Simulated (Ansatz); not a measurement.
Consider CdS in the wurtzite structure (space group P6_3mc, No. 186).

CdS is modelled in the hexagonal space group P6₃mc (No. 186), the wurtzite structure, Pearson symbol hP4. Lattice parameters: a = b = 4.1966 Å, c = 6.8302 Å, α = β = 90.00°, γ = 120.00°. Cd on 2b is coordinated by 4 S at 2.566–2.571 Å (tetrahedral). S on 2b has 4 Cd at 2.566–2.571 Å (tetrahedral). (Neighbours: up to the widest gap in distance over summed covalent radii, below 1.35, at either atom; cation-cation and far metal-metal contacts left out.)

Levels (all Ansatz, a program for electronic structure, PAW, earlier PAW set): PBE (420 eV, no spin-orbit coupling); r2SCAN (500 eV, no SOC).

Its gap is 1.11 eV with PBE and 1.56 eV with r2SCAN.

One thing is altered: a negative pressure, −2 GPa.

With PBE the gap becomes 1.01 eV.

Task: If the r2SCAN correction stayed the same, what would the r2SCAN gap be, and what does the r2SCAN run give?

Result: A rigid correction of +0.45 eV gives 1.46 eV. The r2SCAN run gives 1.46 eV, so the two effects roughly add.

Single points use the geometry relaxed with PBE. Load acts through the strain it causes; cell and atoms are relaxed under it. Whether these cells are dynamically stable was not tested.
